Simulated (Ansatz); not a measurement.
Worked example: self-consistent single point of a (110) slab of BePd (cut from a parent of space group no. 221; 10 atoms in the cell) in Ansatz (an electronic-structure program).

Level of theory: PBEsol, default PAW files made with PBE (plane waves; Ansatz).

```yaml
crystal:
  lattice:
    - [2.80321, 0.00000, 0.00000]
    - [0.00000, 3.96433, 0.00000]
    - [0.00000, 0.00000, 21.92871]
  atoms:
    - { symbol: Be, position: [0.00000, 0.75000, 0.31922] }
    - { symbol: Pd, position: [0.50000, 0.25000, 0.31922] }
    - { symbol: Be, position: [0.00000, 0.25000, 0.40961] }
    - { symbol: Pd, position: [0.50000, 0.75000, 0.40961] }
    - { symbol: Be, position: [0.00000, 0.75000, 0.50000] }
    - { symbol: Pd, position: [0.50000, 0.25000, 0.50000] }
    - { symbol: Be, position: [0.00000, 0.25000, 0.59039] }
    - { symbol: Pd, position: [0.50000, 0.75000, 0.59039] }
    - { symbol: Be, position: [0.00000, 0.75000, 0.68078] }
    - { symbol: Pd, position: [0.50000, 0.25000, 0.68078] }
```

Reference input (self-consistent single point, DFT, PBEsol, plane waves, default PAW files made with PBE): basis.ecutwfc = 30.9 Ry; kpoints.mp_grid.grid = 9 7 1; hamiltonian.xc = pbesol; hamiltonian.pseudopotentials = {kind: paw} (the program's default PAW files); scf.occupations.method = fermi_dirac; scf.occupations.width = 0.0073 Ry. This run's input differs from it in these lines:

Ansatz 0.2 input:
```diff
@@ -20,3 +20,3 @@
 kpoints:
-  mp_grid: { grid: [9, 7, 1] }
+  mp_grid: { grid: [7, 5, 1] }
 hamiltonian:
```

The program printed (abridged):

```
SCF iter   1: F=—  HF=-34988.554914 eV  |F-HF|=—  |Δ(HF+E_count)|=         —  Δρ=6.44e-3  dr2=9.70e-2  ethr=1.77e-3  ⟨swp⟩=14.3  Hψ=4604  notcnv=0  defer=6
all-band conjugate gradients solve this SCF's bands
preconditioner: auto → LDOS
SCF iter   2: F=—  HF=-34988.579202 eV  |F-HF|=—  |Δ(HF+E_count)|=   2.43e-2  Δρ=8.83e-3  dr2=1.86e-1  ethr=9.70e-5  ⟨swp⟩=2.5  Hψ=1556  notcnv=0  defer=16
   [... lines left out ...]
SCF iter   5: F=—  HF=-34988.538787 eV  |F-HF|=—  |Δ(HF+E_count)|=   5.73e-5  Δρ=5.71e-5  dr2=1.06e-5  ethr=3.21e-7  ⟨swp⟩=2.8  Hψ=1367  notcnv=0  defer=16
SCF iter   6: F=—  HF=-34988.538744 eV  |F-HF|=—  |Δ(HF+E_count)|=   4.35e-5  Δρ=1.49e-5  dr2=3.34e-7  ethr=1.06e-8  ⟨swp⟩=2.5  Hψ=1194  notcnv=0  defer=14
SCF iter   7: F=—  HF=-34988.538744 eV  |F-HF|=—  |Δ(HF+E_count)|=   6.57e-7  Δρ=5.51e-6  dr2=1.08e-7  ethr=1.00e-10  ⟨swp⟩=16.0  Hψ=3727  notcnv=0
SCF iter   8: F=-34988.538744 eV  HF=-34988.538744 eV  |F-HF|=4.38e-9  |Δ(HF+E_count)|=   5.82e-8  Δρ=1.96e-6  dr2=1.28e-8  ethr=1.00e-10  ⟨swp⟩=6.8  Hψ=2821  notcnv=0
SCF 1 converged in 8 iterations: F = -34988.538744 eV  dr2 = 1.28e-8
Free energy (F): -34988.538744 eV
Internal energy: -34988.440491 eV  (E = F + TS)
E sigma→0 (E₀):  -34988.489618 eV
Entropy (-TS):   -0.098254 eV (-9.825 meV/atom)
Fermi energy:    4.888483 eV
--- Forces (eV/Å), atoms counted from 1 ---
  atom   1  Be     0.00000000     0.00000000    -0.00983053
  atom   2  Pd     0.00000000     0.00000000     0.46870452
  atom   3  Be     0.00000000     0.00000000    -0.38656695
  atom   4  Pd     0.00000000     0.00000000    -0.00950214
  atom   5  Be    -0.00000000     0.00000000     0.00000000
  atom   6  Pd    -0.00000000     0.00000000     0.00000000
  atom   7  Be     0.00000000     0.00000000     0.38656695
  atom   8  Pd     0.00000000     0.00000000     0.00950214
  atom   9  Be     0.00000000     0.00000000     0.00983053
  atom  10  Pd     0.00000000     0.00000000    -0.46870452
--- Stress (GPa, compression-positive) ---
       -4.466903       0.000000       0.000000
        0.000000      -2.404215       0.000000
        0.000000       0.000000      -1.359361
  P = ⅓ Tr σ = -2.7435 GPa (-27.435 kbar)
  The stress holds the Pulay correction. Without it, at fixed plane waves, as pw.x and ABINIT print it: P = -2.7620 GPa
```

The run converged in 8 iterations. Against the reference run the free energy stays essentially unchanged (within 1 meV/atom) and the largest force goes from 0.454 to 0.469 eV/Å.

The starting cell comes from a database of computed structures (which also holds hypothetical and non-ambient phases and stackings), without a prior relaxation at this level. The slab is cut from that crystal, and its faces are unrelaxed. Its lattice was rescaled by up to half a per cent. Spin polarisation is off.
